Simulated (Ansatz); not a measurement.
The starting structures come from a database of crystals and need not be the phases stable at ambient conditions.

Input:

```
CELL_PARAMETERS angstrom
      5.40475     0.00000     0.00000
     -2.70237     9.02312     0.00000
      0.00000     0.00000     7.43462
ATOMIC_POSITIONS crystal
  K  0.08204 0.63570 0.75000
  K  0.44634 0.36430 0.25000
  V  0.13153 0.21860 0.75000
  V  0.91293 0.78140 0.25000
  Cu 0.00552 0.00000 0.50000
  Cu 0.00552 0.00000 0.00000
  Cu 0.63036 0.21536 0.75000
  Cu 0.41500 0.78464 0.25000
  S  0.67884 0.78196 0.49166
  S  0.89688 0.21804 0.50834
  S  0.67884 0.78196 0.00834
  S  0.89688 0.21804 0.99166
  S  0.46367 0.41322 0.75000
  S  0.05045 0.58678 0.25000
  S  0.26434 0.01488 0.75000
  S  0.24946 0.98512 0.25000
```

Space group of this cell: Ama2. The cell is taken as given; by PBEsol its mean pressure is -2.7 GPa.

Transport runs along the normal of the first two printed cell vectors.

No gap correction and no spin-orbit coupling; mid-gap values are interpolated between computed energies.

Question: Predict the band gap and the smallest decay constant κ at mid-gap from PBEsol run with Ansatz (an electronic-structure program).

Answer: Gap 1.05 eV on a 6×6×4 mesh; κ = 0.248 1/Å, at (0.500, 0.000) of the in-plane reciprocal vectors. At the zone centre, at the nearest computed energy, the slowest state has κ = 0.27 1/Å.
